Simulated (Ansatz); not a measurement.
Density of states of RuAl (Pm-3m) near the Fermi level, PBEsol, rigid bands run with Ansatz (an electronic-structure program).

```
E − E_F (eV) | states/eV/cell
    -1.92 | #################### 2.38
    -1.82 | #################### 2.37
    -1.72 | ######################### 3.03
    -1.62 | #################### 2.44
    -1.52 | ############### 1.75
    -1.42 | ############# 1.53
    -1.32 | ############## 1.66
    -1.22 | ################## 2.19
    -1.12 | ########################### 3.24
    -1.02 | ############################# 3.50
    -0.92 | ########################## 3.19
    -0.82 | ############################## 3.61
    -0.72 | ########################## 3.09
    -0.62 | ###################### 2.61
    -0.52 | ################### 2.34
    -0.42 | ################## 2.12
    -0.32 | ################ 1.95
    -0.22 | ############### 1.82
    -0.12 | ############## 1.71
    -0.02 | ############# 1.61
     0.08 | ############# 1.53
     0.18 | ############ 1.40
     0.28 | ######### 1.07
     0.38 | ####### 0.79
     0.48 | #### 0.47
     0.58 | ### 0.41
     0.68 | ### 0.38
     0.78 | ### 0.35
     0.88 | ### 0.33
     0.98 | ### 0.30
     1.08 | ## 0.28
     1.18 | ## 0.26
     1.28 | ## 0.24
     1.38 | ## 0.23
     1.48 | ## 0.21
     1.58 | ### 0.30
     1.68 | ### 0.33
     1.78 | ### 0.35
     1.88 | ### 0.39
```

### Question
With 2 atoms a cell, what bare Sommerfeld coefficient γ = (π²/3) k_B² N(E_F) follows?

### Answer
N(E_F) ≈ 1.59 states/eV a cell at 300 K, so γ ≈ 1.87 mJ/(mol of atoms·K²), before electron-phonon enhancement.

### Question
How far does the Fermi level move in a rigid band for 0.1 electron a cell added or removed?

### Answer
64 meV and -62 meV.

A metal at this level (no band gap); rigid bands, thermally averaged at 300 K, both spins. Spin-orbit coupling is left out. Geometry: cell and atoms relaxed with PBEsol.
